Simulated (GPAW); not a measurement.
# Cost against accuracy: kpts for AgCl (Fm-3m, 2 atoms in the cell)

```
AgCl
1.0
    0.00000     2.75631     2.75631
    2.75631     0.00000     2.75631
    2.75631     2.75631     0.00000
Ag Cl
1 1
Direct
  0.00000   0.00000   0.00000
  0.50000   0.50000   0.50000
```

Level of theory: LDA (Perdew-Wang 92), GPAW PAW datasets LDA (gpaw-data 1.0.1) (plane waves; GPAW).

Base settings: mode = pw; ecut = 550 eV; xc = LDA; kpts = 7 7 7; mesh shift (steps) = 0.5 0.5 0.5; occupations.name = fermi-dirac; occupations.width = 0.02 eV; nbands = -4; convergence.forces = 0.001 eV/Å; convergence.bands = -2.

Misses are taken against the tightest run, 25 25 25, which need not be fully converged itself. The energy is the free energy per atom.

The count of work is k-points × plane waves × bands × iterations; it is no time, and leaves out set-up, grids and terms that scale otherwise. Core times come from one kind of shared machine and are given to one figure; runs under 30 s give none.

The starting cell comes from a database of computed structures (which also holds hypothetical and non-ambient phases and stackings), without a prior relaxation at this level. Its lattice was rescaled by a random factor within 2.5 % of one. In the base run, with a pressure of about -5 GPa the cell is away from its equilibrium volume at this level.

```
kpts      energy less reference (meV/atom)  pressure less reference (GPa)  count of work / reference  core time / reference (rough)
--------  --------------------------------  -----------------------------  -------------------------  -----------------------------
1 1 1                              1182.28                          24.18                    0.00029                              –
2 2 2                                16.17                          -0.01                    0.00067                              –
3 3 3                                 0.25                           0.02                     0.0020                              –
4 4 4                                 0.03                           0.00                     0.0034                              –
5 5 5                                 0.01                           0.00                     0.0069                              –
6 6 6                                 0.00                           0.01                      0.011                              –
7 7 7                                -0.01                           0.01                      0.019                              –
8 8 8                                 0.00                           0.00                      0.026                              –
10 10 10                              0.00                           0.00                      0.057                           0.06
11 11 11                              0.00                           0.00                      0.076                           0.08
14 14 14                              0.00                           0.00                       0.16                            0.2
16 16 16                              0.00                           0.00                       0.24                            0.2
20 20 20                              0.00                           0.00                       0.49                            0.5
25 25 25                              0.00                           0.00                        1.0                              1
```

Coarsest setting among those run that, with all tighter ones, holds the energy within 20 meV/atom of the reference: 2 2 2, off by 16 meV/atom; it needs 0.00067 of the reference's count of work.

Coarsest setting among those run that, with all tighter ones, holds the energy within 1 meV/atom of the reference: 3 3 3, off by 0.25 meV/atom; it needs 0.0020 of the reference's count of work.

The step from 1 1 1 to 2 2 2: it takes the miss in the energy from 1200 to 16 meV/atom, for 2.3 times the count of work.
